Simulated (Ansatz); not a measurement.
## Nb: energy against volume

Nb (bcc, Im-3m, 17.139 Å³/atom and stress up to 0.01 GPa in the relaxed cell, cube axes along x, y and z) under an equal strain ε along all three axes. LDA in Ansatz, a plane-wave DFT program (PAW, default set), 420 eV, 28×28×28 Γ-centred mesh, Fermi-Dirac smearing 0.10 eV.

Here V stands for volume and E for E less E0.

```
volume (Å³/atom)  E less E0 (meV/atom)  pressure (GPa)
----------------  --------------------  --------------
16.1311                          36.75           12.85
16.3793                          20.03            9.34
16.6300                           8.47            6.04
16.8832                           1.86            2.93
17.1390                           0.00            0.00
17.3974                           2.69           -2.76
17.6584                           9.75           -5.35
17.9219                          21.00           -7.79
18.1881                          36.28          -10.09
18.7283                              ?               ?
```

The 9 complete rows are fitted with the third-order Birch-Murnaghan form, a cubic in V^(-2/3), E against V. With u = V^(-2/3) - 0.151, the rows have u = 0.005636, 0.004049, 0.002487, 0.000949, -0.000567, -0.002060, -0.003532, -0.004981, -0.006409. Least squares gives E = 0.153 + 847.1·u + 1006417·u² - 816013·u³. Residuals (row less fit): 0.001, 0.002, -0.002, -0.003, 0.004, 0.004, -0.002, -0.004, 0.002; standard error 0.004 (degrees of freedom: 5). Its minimum lies at u = -0.000421, so V0 = (0.150579)^(-3/2) = 17.11. There d²E/du² = 2015000 and d³E/du³ = -4896000, so B0 = (4/9) × 17.11^(-7/3) × 2015000 × 0.160218 = 190 GPa (the last factor turns the table's units into GPa), and B0' = 4 + (2/3) × 0.150579 × (-4896000)/2015000 = 3.8. B0' rests on the cubic coefficient alone and has a standard error of 0.1 from these residuals.

**Question.** What does the fit predict for E at V = 18.7283, and how far is the calculated value from it?

**Answer.** u = -0.009203, so E = 0.153 + 847.1 × (-0.009203) + 1006417 × (-0.009203)² - 816013 × (-0.009203)³ = 78.232 meV/atom. The calculation gives 78.28 meV/atom, 0.048 meV/atom above the prediction (0.1 % of the range of E in the table). The row lies outside the fitted rows, so this is an extrapolation. The scatter of the fitted rows lies at the last printed digit.

In a metal these values are sensitive to mesh and smearing; energies are taken to zero smearing, stresses follow the free energy. The runs aren't spin-polarised. Other structures, which can take over under pressure, weren't tried. The same form fitted to the pressure column gives B0' = 3.7; series where the two differ by over 0.4 aren't shown. Rows are the converged runs of the series near zero and its far end, less any whose ions stayed unrelaxed beside relaxed ones; series whose fitted rows scatter by over a few per cent of the range, as at a crossing or softening among them, aren't shown in this form.
